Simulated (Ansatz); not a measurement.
Consider the following.

```yaml
crystal:
  lattice:
    - [0.00000, 1.88656, 1.90017]
    - [1.88656, 0.00000, 1.90017]
    - [1.88656, 1.88656, 0.00000]
  atoms:
    - { symbol: Rh, position: [0.00000, 0.00000, 0.00000] }
```

All values below come from PBEsol, rigid bands (plane waves, PAW, scalar-relativistic; Ansatz, a quantum-chemistry and plane-wave program). Condition of this run: uniaxial stress zz = -2 GPa (compression positive) (the target of the relaxation). Cell: cell and atoms relaxed with PBEsol, then loaded as said.

Problem. Predict the product ρ₀λ of resistivity and mean free path that follows from the Fermi surface's area.

Solution. 3.3 ×10⁻¹⁶ Ω·m².

Problem. And the Drude plasma energy and the root-mean-square Fermi velocity at 300 K?

Solution. 10.2 eV; 6.6e5 m/s.

A metal at this level (no band gap); rigid bands, thermally averaged at 300 K, both spins. Spin-orbit coupling is left out. τ is one relaxation time for all states; the product of resistivity and mean free path takes one path for all states instead.
